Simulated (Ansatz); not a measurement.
A constructed model of the (111) surface of fcc Cu, a layer of Ni in place of the third plane (bottom of the slab: a bare face, its two planes held)

Calculation: PBE (plane waves to 420 eV, PAW; Ansatz, a first-principles code).

Model: 6-atom slab, 10.4 Å thick at the start with caps and adatoms (thin: gaps and levels are the slab's own), 17x17x1 mesh, Fermi-Dirac 0.1 eV, dipole correction, 2 atoms held, the rest relaxed; symmetry of the start imposed; spin-polarised, no spin-orbit, no U. The starting moment vanished. In PBE it is, or lies within 0.01 eV a 1x1 cell of, the lowest of the 2 structures of its composition computed so far; subsurface sites and larger cells were not tried.

The work function of the top face comes out as 4.77 eV, the energy released by relaxation is 0.002 eV and the magnetic moment of the cell comes out as 0.00 μB. The cost is roughly 2.4 core-minutes.
